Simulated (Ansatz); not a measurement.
A hypothetical phase is included: elements placed on a structure type, which no database files for this compound.

The decay constant κ of evanescent states in the gap governs leakage through a thin film.

Input:

```
CELL_PARAMETERS angstrom
      5.53915     0.00000     0.00000
      0.00000     5.53915     0.00000
      0.00000     0.00000     5.53915
ATOMIC_POSITIONS crystal
  Ga 0.75000 0.00000 0.50000
  Ga 0.25000 0.00000 0.50000
  Ga 0.50000 0.25000 0.00000
  Ga 0.50000 0.75000 0.00000
  Ga 0.00000 0.50000 0.75000
  Ga 0.00000 0.50000 0.25000
  N  0.75000 0.50000 0.00000
  N  0.25000 0.50000 0.00000
  N  0.00000 0.25000 0.50000
  N  0.00000 0.75000 0.50000
  N  0.50000 0.00000 0.75000
  N  0.50000 0.00000 0.25000
```

The cell was relaxed by PBE-D3(BJ); by r2SCAN it stands under a pressure of -2.5 GPa.

Transport runs along the normal of the first two printed cell vectors, the (001) plane of the conventional cell.

The gap is the functional's own, uncorrected, and κ follows it; spin-orbit coupling is left out. Mid-gap means the computed energy nearest the middle.

Problem. Predict the band gap and the smallest decay constant κ at mid-gap from r2SCAN (Ansatz, a first-principles code).

Solution. Gap 1.80 eV on a 6×6×6 mesh; κ = 0.149 1/Å, at the zone centre.
